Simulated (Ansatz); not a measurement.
Zinc-blende BeS, treated with G0W0@HSE06 (hard PAW, contour deformation; Ansatz, a program for electronic structure).

The cell has the measured lattice parameters. Conventional cell: a = 4.8700 Å, b = 4.8700 Å, c = 4.8700 Å, α = 90.00°, β = 90.00°, γ = 90.00°.

One run with a 12×12×12 mesh, response cutoff 100 eV and 120 empty bands, not extrapolated in mesh or basis; no spin–orbit coupling.

Highest filled and lowest empty level by k point (fractions of the reciprocal vectors of the cell (-0.000 -2.435 2.435) (2.435 -2.435 0.000) (2.435 0.000 2.435) Å; eV from the valence maximum of each method):

```json
[
 {"k": "0 0 0", "HSE06 filled": "0.00", "HSE06 empty": "6.88", "QP filled": "0.00", "QP empty": "7.73"},
 {"k": "0 0 0.167", "HSE06 filled": "-0.34", "HSE06 empty": "6.72", "QP filled": "-0.35", "QP empty": "7.48"},
 {"k": "0 0.0833 -0.417", "HSE06 filled": "-1.13", "HSE06 empty": "6.90", "QP filled": "-1.15", "QP empty": "7.65"},
 {"k": "0 0.167 -0.25", "HSE06 filled": "-0.81", "HSE06 empty": "7.39", "QP filled": "-0.82", "QP empty": "8.18"},
 {"k": "0 0.333 0.333", "HSE06 filled": "-2.31", "HSE06 empty": "4.87", "QP filled": "…", "QP empty": "…"},
 {"k": "0 0.417 -0.417", "HSE06 filled": "-2.61", "HSE06 empty": "4.90", "QP filled": "-2.66", "QP empty": "5.57"},
 {"k": "0.0833 0.25 -0.167", "HSE06 filled": "-1.06", "HSE06 empty": "7.43", "QP filled": "-1.09", "QP empty": "8.20"},
 {"k": "0.0833 0.333 -0.5", "HSE06 filled": "-2.46", "HSE06 empty": "5.73", "QP filled": "…", "QP empty": "…"}
]
```

**Question.** Estimate the withheld levels to about 0.1 eV.

**Answer.** 
- 0 0.333 0.333, QP filled: -2.36
- 0 0.333 0.333, QP empty: 5.57
- 0.0833 0.333 -0.5, QP filled: -2.51
- 0.0833 0.333 -0.5, QP empty: 6.43

Note: GW on a hybrid start was not checked against another program; cell and atoms aren't relaxed at this level.
